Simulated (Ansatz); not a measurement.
GeSb2Te4 (model structure, started from the GeSb2Te4 type, R-3m, No. 166, 7 atoms in the cell): properties by level of theory

```
level (code)         lattice constant a (Å)  lattice parameter c (Å)
-------------------  ----------------------  -----------------------
PBE (Ansatz)                            [?]                      [?]
PBEsol (Ansatz)                         [?]                   40.195
PBE-D3(BJ) (Ansatz)                   4.248                   40.183
```

Q: Complete the blanks.

A: 
- PBE (Ansatz, a quantum-chemistry and plane-wave program), lattice constant a (Å): 4.310
- PBE (Ansatz), lattice parameter c (Å): 42.116
- PBEsol (Ansatz), lattice constant a (Å): 4.242

Caveats: a distance lies near a switch of the dispersion term, which can move the cell (PBE-D3(BJ)). Ansatz's density-functional and Hartree–Fock values are scalar-relativistic unless marked +SOC, with PAW data made under PBE.

A model structure was made by putting elements into a prototype or built by hand; it is no filed structure, need not be a known phase, and can be a saddle point held by its symmetry.
